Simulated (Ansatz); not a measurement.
The starting structures come from a database of crystals and need not be the phases stable at ambient conditions.

By PBEsol, the system below comes out a metal.

Given:

```
CELL_PARAMETERS angstrom
      4.38834     0.00000     0.00000
      0.00000    13.61017     0.00000
      2.19417     6.80509     2.19417
ATOMIC_POSITIONS crystal
  La 0.00000 0.50000 0.00000
  La 0.50000 0.25000 0.00000
  Si 0.50000 0.66423 0.00000
  Si 0.00000 0.91423 0.00000
  Si 0.00000 0.08577 0.00000
  Si 0.50000 0.83577 0.00000
```

Space group of this cell: I4_1/amd. The cell is taken as given; by PBEsol its mean pressure is -2.7 GPa.

The current flows along the normal of the first two printed cell vectors, the (100) plane of the conventional cell. No spin-orbit coupling; the value is a mean over 0.1 eV about the Fermi level.

Question: Give the ballistic conductance per area that PBEsol in Ansatz (a first-principles code) yields.

Answer: 0.54 × 10¹⁵ S/m² for both spins.
